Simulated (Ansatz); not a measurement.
**PbZrO3, response to strain**

Base system: PbZrO₃ in the cubic perovskite structure (space group Pm-3m, No. 221; a cell from a computed database, its experimental status unchecked).

```
CELL_PARAMETERS angstrom
      4.14129     0.00000     0.00000
      0.00000     4.14129     0.00000
      0.00000     0.00000     4.14129
ATOMIC_POSITIONS crystal
  Zr 0.00000 0.00000 0.00000
  Pb 0.50000 0.50000 0.50000
  O  0.50000 0.00000 0.00000
  O  0.00000 0.50000 0.00000
  O  0.00000 0.00000 0.50000
```

Cartesian axes are those of the cell as printed.

Strains are applied to the cell and any free atomic positions relax; under biaxial strain the out-of-plane vector relaxes too; under stress the whole cell relaxes.

Levels (all Ansatz, a first-principles code, PAW): PBEsol (420 eV, no spin-orbit coupling); r2SCAN (500 eV, scalar-relativistic without spin-orbit coupling); HSE06 (420 eV, without spin-orbit coupling).

Band gaps by level, all at the geometries relaxed with PBEsol:

```json
[
 {"case": "base", "PBEsol": "2.34 eV", "r2SCAN": "2.89 eV", "HSE06": "3.48 eV"},
 {"case": "biaxial strain −0.42 %, plane normal [001], relaxed out of plane", "PBEsol": "2.33 eV", "r2SCAN": "2.87 eV", "HSE06": "3.46 eV"},
 {"case": "isotropic strain −5.13 %", "PBEsol": "2.35 eV", "r2SCAN": "2.91 eV", "HSE06": "3.42 eV"},
 {"case": "uniaxial stress, 5 GPa tension along x", "PBEsol": "2.22 eV", "r2SCAN": "2.78 eV", "HSE06": "3.39 eV"},
 {"case": "strain tensor (xx, yy, zz, yz, xz, xy) = (−0.21, +0.29, +0.48, −0.24, +0.14, +0.18) %", "PBEsol": "2.29 eV", "r2SCAN": "2.84 eV", "HSE06": "3.44 eV"}
]
```

Single points use the geometry relaxed with PBEsol. The hybrid gap comes from the SCF mesh plus the semilocal run's edge points and a few special points and is an upper bound. Spin-orbit coupling, missing from the scalar runs, can matter with Pb. Stability under load was not tested beyond the relaxation. Many cubic perovskites are stable only at high temperature; tilts and polar distortions were not tested.
